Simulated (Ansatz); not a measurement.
## hcp Sc (0 0 1) on cubic SrTiO3 (1 1 1) (film strained to the substrate, started from cuts of the bulks and a machine-learned relaxation; slabs Sr5Ti6O15 and Sc12, which can lie off the formulas)

A periodic stack without vacuum, hcp Sc (0 0 1) on cubic SrTiO3 (1 1 1) (film strained to the substrate, started from cuts of the bulks and a machine-learned relaxation; slabs Sr5Ti6O15 and Sc12, which can lie off the formulas): substrate slab Sr5Ti6O15, film Sc12, surface cells [[-1, 1], [-1, 0]] and [[-1, 1], [-2, -1]], film strained by -3.2 and -3.2 %, outermost planes Ti/Ti and Sc/Sc as cut, which need not be the usual terminations and can put a slab off its formula.

The start was prepared with a machine-learned potential, and the result is one local minimum, with the in-plane cell held and forces under 0.04 eV/Å; the film can end far from its bulk form.

These are PBE (plane waves to 420 eV, PAW; Ansatz, an electronic-structure program) values and carry that method's errors. Spin–orbit coupling is left out; the runs are not spin-polarised; PBE gaps are too small against experiment. Its k-point mesh 7×7×1, Fermi–Dirac width 0.05 eV.

- interface area = 26.8 Å²
- period = 23.46 Å
- heights between the nearest atoms of the two slabs at the two interfaces = 0.63 and 0.63 Å
- Sc–Ti contacts across the interfaces within 1.22 times the sum of covalent radii = 14, mean 3.35 Å
- Sc–Sr contacts across the interfaces within 1.22 times the sum of covalent radii = 8, mean 3.73 Å
- O–Sc contacts across the interfaces within 1.22 times the sum of covalent radii = 6, mean 2.18 Å

```yaml
crystal:
  lattice:
    - [5.56724, 0.00035, 0.05185]
    - [2.78365, 4.82169, -0.01951]
    - [3.70874, 0.96095, 23.48538]
  atoms:
    - { symbol: Sr, position: [0.64148, 0.74537, 0.09935] }
    - { symbol: Ti, position: [0.34050, 0.42337, 0.04223] }
    - { symbol: O, position: [0.14192, 0.24986, 0.08138] }
    - { symbol: O, position: [0.14589, 0.76200, 0.08159] }
    - { symbol: O, position: [0.66409, 0.24620, 0.07968] }
    - { symbol: Sr, position: [0.24338, 0.40133, 0.19527] }
    - { symbol: Ti, position: [0.94578, 0.07500, 0.14094] }
    - { symbol: O, position: [0.74913, 0.90361, 0.18518] }
    - { symbol: O, position: [0.74780, 0.40215, 0.18538] }
    - { symbol: O, position: [0.24846, 0.90457, 0.18541] }
    - { symbol: Sr, position: [0.85258, 0.05487, 0.28564] }
    - { symbol: Ti, position: [0.54993, 0.72857, 0.23717] }
    - { symbol: O, position: [0.35255, 0.55479, 0.28556] }
    - { symbol: O, position: [0.35265, 0.05467, 0.28560] }
    - { symbol: O, position: [0.85262, 0.55441, 0.28559] }
    - { symbol: Sr, position: [0.46199, 0.70832, 0.37592] }
    - { symbol: Ti, position: [0.15550, 0.38098, 0.33401] }
    - { symbol: O, position: [0.95613, 0.20606, 0.38609] }
    - { symbol: O, position: [0.95765, 0.70741, 0.38572] }
    - { symbol: O, position: [0.45701, 0.20475, 0.38575] }
    - { symbol: Sr, position: [0.06418, 0.36417, 0.47187] }
    - { symbol: Ti, position: [0.75974, 0.03440, 0.43027] }
    - { symbol: O, position: [0.56454, 0.85863, 0.48982] }
    - { symbol: O, position: [0.55922, 0.34672, 0.48966] }
    - { symbol: O, position: [0.04241, 0.86254, 0.49142] }
    - { symbol: Ti, position: [0.36577, 0.68558, 0.52898] }
    - { symbol: Sc, position: [0.03290, 0.26654, 0.62546] }
    - { symbol: Sc, position: [0.67901, 0.01646, 0.55571] }
    - { symbol: Sc, position: [0.39246, 0.60488, 0.65520] }
    - { symbol: Sc, position: [0.64453, 0.35174, 0.77028] }
    - { symbol: Sc, position: [0.20406, 0.21802, 0.73870] }
    - { symbol: Sc, position: [0.77665, 0.83765, 0.69157] }
    - { symbol: Sc, position: [0.93739, 0.26473, 0.87922] }
    - { symbol: Sc, position: [0.51151, 0.88487, 0.83186] }
    - { symbol: Sc, position: [0.07112, 0.75098, 0.80019] }
    - { symbol: Sc, position: [0.31850, 0.50269, 0.91593] }
    - { symbol: Sc, position: [0.02810, 0.09176, 0.01548] }
    - { symbol: Sc, position: [0.67506, 0.83759, 0.94561] }
```
